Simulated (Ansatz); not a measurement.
Defect: Si-vacancy pair (Si on one host Al site, one Al site vacant) in wurtzite AlN, charge state -2. Calculation: PBE, PAW (plane waves to 420 eV; Ansatz, a program for electronic structure).

Cell of 72 host sites held at the relaxed PBE lattice; the Γ point alone; Fermi-Dirac width 0.01 eV, spin-restricted; finite-size errors left in. Energies are static. The charge state is imposed; whether it is stable for some Fermi level was not computed. Forms of the defect that were not tried may lie lower.

Barriers: single points on a 2×2×2 k-point mesh shifted by half a step along c at the bands' geometries (they differ from the bands' own by up to 0.19 eV, and are uncertain by about as much).

The step: one Al atom jumps into the vacancy from a nearby Al site (Si-vacancy distance between ideal sites 3.09 → 5.40 Å). Atoms about the jump, Cartesian Å from the middle of the jump, before and after:

```csv
atom,x0,y0,z0,x1,y1,z1
Al1,-1.51,0.00,0.01,1.51,0.00,-0.01
N2,-0.14,-0.98,-0.63,0.17,-0.98,-0.65
N3,1.57,2.00,-0.63,1.58,1.83,-0.56
N4,-1.57,1.83,-0.56,-1.56,2.00,-0.64
N5,1.57,0.02,2.43,1.59,0.01,1.92
N6,-1.57,0.02,1.95,-1.56,0.01,2.41
Al7,0.05,2.70,0.01,-0.03,2.70,0.01
Al8,0.01,-0.89,2.54,0.00,-0.89,2.53
N9,0.00,2.73,1.95,0.02,2.73,1.95
Al10,1.57,1.82,2.54,1.57,1.82,2.52
Al11,0.04,-0.90,-2.44,-0.03,-0.90,-2.45
Al12,-1.55,1.82,2.52,-1.56,1.81,2.53
Al13,0.01,-2.65,0.01,0.00,-2.65,0.01
Al14,1.59,1.80,-2.44,1.58,1.83,-2.47
Al15,-1.55,1.82,-2.46,-1.56,1.80,-2.44
N16,0.01,-2.70,1.95,0.01,-2.70,1.95
N17,-3.13,-0.87,-0.54,-3.28,-0.98,-0.65
N18,3.32,-0.99,-0.78,3.14,-0.87,-0.67
N19,-1.57,0.03,-3.08,-1.56,0.01,-3.17
N20,1.69,-0.05,-3.11,1.69,-0.02,-3.06
Al21,3.10,2.70,0.01,3.14,2.73,0.03
Al22,-3.12,2.73,0.02,-3.08,2.70,0.01
Al23,3.13,-0.89,2.54,3.14,-0.88,2.51
Al24,-3.13,-0.88,2.51,-3.12,-0.88,2.53
Si25,3.14,-0.89,-2.46,3.14,-0.87,-2.45
```

Q: Predict the transition state.

A: 
| atom | x | y | z |
|---|---|---|---|
| Al1 | 0.04 | 0.40 | 0.29 |
| N2 | 0.04 | -1.09 | -0.68 |
| N3 | 1.43 | 1.85 | -0.50 |
| N4 | -1.40 | 1.85 | -0.51 |
| N5 | 1.44 | 0.05 | 2.00 |
| N6 | -1.42 | 0.05 | 2.02 |
| Al7 | 0.01 | 2.92 | 0.03 |
| Al8 | 0.01 | -0.94 | 2.64 |
| N9 | 0.01 | 2.80 | 1.97 |
| Al10 | 1.54 | 1.82 | 2.54 |
| Al11 | 0.01 | -0.96 | -2.46 |
| Al12 | -1.53 | 1.82 | 2.54 |
| Al13 | 0.01 | -2.73 | 0.02 |
| Al14 | 1.55 | 1.78 | -2.39 |
| Al15 | -1.51 | 1.78 | -2.40 |
| N16 | 0.01 | -2.74 | 1.98 |
| N17 | -3.20 | -0.93 | -0.59 |
| N18 | 3.25 | -0.95 | -0.75 |
| N19 | -1.54 | 0.01 | -3.10 |
| N20 | 1.67 | -0.05 | -3.07 |
| Al21 | 3.07 | 2.63 | 0.04 |
| Al22 | -3.05 | 2.62 | 0.03 |
| Al23 | 3.06 | -0.83 | 2.43 |
| Al24 | -3.05 | -0.83 | 2.40 |
| Si25 | 3.15 | -0.89 | -2.44 |
It lies 2.21 eV above the start and 1.67 eV above the end. The saddle point's order was not checked.
